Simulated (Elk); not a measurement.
# A self-consistent single point of CaS (Fm-3m, 2 atoms in the cell) with Elk

Computed with PBE, all-electron FP-LAPW, Elk's shipped species files, APW+lo basis with extra local orbitals (Elk).

The input file:

```
tasks
  0

xctype
  20

rgkmax
  8.0

gmaxvr
  14.0

nxlo
  2

lorbcnd
  .true.

lmaxi
  3

stype
  3

swidth
  0.000734986

scale
  7.603195115

avec
    0.0000000000    0.7071067812    0.7071067812
    0.7071067812    0.0000000000    0.7071067812
    0.7071067812    0.7071067812    0.0000000000

atoms
  2   : nspecies
  'Ca.in'   : spfname
  1   : natoms; atposl, bfcmt below
  0.0000000000  0.0000000000  0.0000000000    0.0 0.0 0.0
  'S.in'   : spfname
  1   : natoms; atposl, bfcmt below
  0.5000000000  0.5000000000  0.5000000000    0.0 0.0 0.0

ngridk
  10 10 10
```

Output (repeated stretches shortened):

```
│ Elk code version 10.2.4 │

All units are atomic (Hartree, Bohr, etc.)

│ Ground-state run starting from atomic densities │

Lattice vectors :
   0.000000000       5.376270825       5.376270825
   5.376270825       0.000000000       5.376270825
   5.376270825       5.376270825       0.000000000

Unit cell volume      :    310.7945603
Brillouin zone volume :   0.7981163286

Muffin-tin inner radius fraction :   0.1000000000E-01

Nuclei treated as point charges

Species :    1 (Ca)
 parameters loaded from : Ca.in
 name : calcium
 nuclear charge    :   -20.00000000
 electronic charge :    20.00000000
 atomic mass :    73057.72469
 muffin-tin radius :    2.400000000
 number of radial points in muffin-tin :    497
 atomic positions (lattice), magnetic fields (Cartesian) :
   1 :   0.00000000  0.00000000  0.00000000    0.00000000  0.00000000  0.00000000

Species :    2 (S)
 parameters loaded from : S.in
 name : sulphur
 nuclear charge    :   -16.00000000
 electronic charge :    16.00000000
 atomic mass :    58450.91926
 muffin-tin radius :    2.200000000
 number of radial points in muffin-tin :    397
 atomic positions (lattice), magnetic fields (Cartesian) :
   1 :   0.50000000  0.50000000  0.50000000    0.00000000  0.00000000  0.00000000

Total number of atoms per unit cell :    2

Spin treatment :
 spin-unpolarised

Number of Bravais lattice symmetries :   48
Number of crystal symmetries         :   48
Crystal has inversion symmetry
Real symmetric eigensolver will be used

k-point grid :     10    10    10
k-point offset :    0.000000000       0.000000000       0.000000000
k-point set is reduced with full crystal symmetry group
Total number of k-points :       47

Muffin-tin radius times maximum |G+k| :    8.000000000
 using average radius
Maximum |G+k| for APW functions       :    3.478260870
Maximum (1/2)|G+k|²                   :    6.049149338
Maximum |G| for potential and density :    14.00000000
 potential will be trimmed for |G| > 2 gkmax
Constant for pseudocharge density :    8
Radial integration step length :    4

G-vector grid sizes :     35    35    35
Number of G-vectors :    14331

Maximum angular momentum used for
 APW functions                      :    8
 outer part of muffin-tin           :    6
 inner part of muffin-tin           :    3

Total nuclear charge    :   -36.00000000
Total core charge       :    20.00000000
Total valence charge    :    16.00000000
Total excess charge     :    0.000000000
Total electronic charge :    36.00000000

Effective Wigner radius, rₛ :    1.272606390

Number of empty states         :    8
Total number of valence states :   16
Total number of core states    :   20

Conduction state local-orbitals added automatically
Total number of local-orbitals :  135

Exchange-correlation functional :     20     0     0
 Perdew-Burke-Ernzerhof, Phys. Rev. Lett. 77, 3865 (1996)
 gradient requirement :    1
 generalised gradient approximation (GGA)

Smearing type :    3
 Fermi-Dirac
Smearing width :   0.7349860000E-03
Effective electronic temperature (K) :    232.0902224

Mixing type :    3
 Broyden mixing, J. Phys. A: Math. Gen. 17, L317 (1984)

Kohn-Sham potential initialised from atomic data

│ Self-consistent loop started │
│ Loop number : 1 │
 total energy                :     -1084.73388005
│ Loop number : 2 │
 total energy                :     -1084.67788157
RMS change in Kohn-Sham potential (target) :   0.3808366900     (  0.1000000000E-05)
Absolute change in total energy (target)   :   0.5599847733E-01 (  0.1000000000E-03)
│ Loop number : 3 │
 total energy                :     -1083.68865074
RMS change in Kohn-Sham potential (target) :   0.3057632421     (  0.1000000000E-05)
Absolute change in total energy (target)   :    1.003230453     (  0.1000000000E-03)
│ Loop number : 4 │
 total energy                :     -1081.60813643
RMS change in Kohn-Sham potential (target) :   0.1417449660     (  0.1000000000E-05)
Absolute change in total energy (target)   :    2.331321919     (  0.1000000000E-03)
│ Loop number : 5 │
 total energy                :     -1080.41413408
RMS change in Kohn-Sham potential (target) :   0.4566759502E-01 (  0.1000000000E-05)
Absolute change in total energy (target)   :    1.776832832     (  0.1000000000E-03)
│ Loop number : 6 │
 total energy                :     -1079.98871046
RMS change in Kohn-Sham potential (target) :   0.1118418056E-01 (  0.1000000000E-05)
Absolute change in total energy (target)   :   0.8696318266     (  0.1000000000E-03)
│ Loop number : 7 │
 total energy                :     -1079.85001328
RMS change in Kohn-Sham potential (target) :   0.6121638564E-03 (  0.1000000000E-05)
Absolute change in total energy (target)   :   0.3561051366     (  0.1000000000E-03)
│ Loop number : 8 │
 total energy                :     -1079.84774218
RMS change in Kohn-Sham potential (target) :   0.3503721385E-03 (  0.1000000000E-05)
Absolute change in total energy (target)   :   0.9129738823E-01 (  0.1000000000E-03)
│ Loop number : 9 │
 total energy                :     -1079.84416252
RMS change in Kohn-Sham potential (target) :   0.8836009737E-04 (  0.1000000000E-05)
Absolute change in total energy (target)   :   0.2640400430E-01 (  0.1000000000E-03)
│ Loop number : 10 │
 total energy                :     -1079.84388755
RMS change in Kohn-Sham potential (target) :   0.3537246200E-04 (  0.1000000000E-05)
Absolute change in total energy (target)   :   0.6875968432E-02 (  0.1000000000E-03)
│ Loop number : 11 │
 total energy                :     -1079.84332818
RMS change in Kohn-Sham potential (target) :   0.2935087134E-05 (  0.1000000000E-05)
Absolute change in total energy (target)   :   0.2278366333E-02 (  0.1000000000E-03)
│ Loop number : 12 │
 total energy                :     -1079.84330229
RMS change in Kohn-Sham potential (target) :   0.1536593217E-05 (  0.1000000000E-05)
Absolute change in total energy (target)   :   0.5954816302E-03 (  0.1000000000E-03)
│ Loop number : 13 │
 total energy                :     -1079.84326228
RMS change in Kohn-Sham potential (target) :   0.2829613119E-06 (  0.1000000000E-05)
Absolute change in total energy (target)   :   0.1888795905E-03 (  0.1000000000E-03)
│ Loop number : 14 │
 total energy                :     -1079.84325360
RMS change in Kohn-Sham potential (target) :   0.5177116922E-07 (  0.1000000000E-05)
Absolute change in total energy (target)   :   0.5589748889E-04 (  0.1000000000E-03)
Convergence targets achieved

│ Loop number : 15 │

Energies :
 Fermi                       :     0.156509617681
 sum of eigenvalues          :     -618.826256042
 electron kinetic            :      1086.56427438
 core electron kinetic       :      1028.47242799
 Coulomb                     :     -2104.43804202
 Coulomb potential           :     -1625.30552328
 nuclear-nuclear             :     -146.798086836
 electron-nuclear            :     -2289.97438708
 Hartree                     :      332.334431901
 Madelung                    :     -1291.78528038
 xc potential                :     -80.0850071388
 exchange                    :     -60.5388921430
 correlation                 :     -1.43059339037
 electron entropic           :    -0.139370218010E-11
 total energy                :     -1079.84325317

Density of states at Fermi energy :   0.1360496983E-06
 (states/Hartree/unit cell)

Estimated indirect band gap :   0.8477007770E-01
 from k-point      1 to k-point     31
Estimated direct band gap   :   0.1145555021
 at k-point     31

Charges :
 core                        :    20.00000000
 valence                     :    16.00000000
 interstitial                :    3.241029520
 muffin-tins (core leakage)
  species :    1 (Ca)
   atom    1                 :    18.18188088     (  0.1946361827E-07)
  species :    2 (S)
   atom    1                 :    14.57708960     (  0.7001755960E-04)
 total in muffin-tins        :    32.75897048
 total calculated charge     :    36.00255968
 total charge                :    36.00000000
 error                       :   0.2559678092E-02

│ Self-consistent loop stopped │
```

The run converged in 15 iterations. The count includes the last loop, which Elk runs after its targets are met.

The starting cell has typed, rounded lattice constants, without a prior relaxation at this level. Values depend on the basis (sphere radii, cutoffs, local orbitals), which need not be converged.
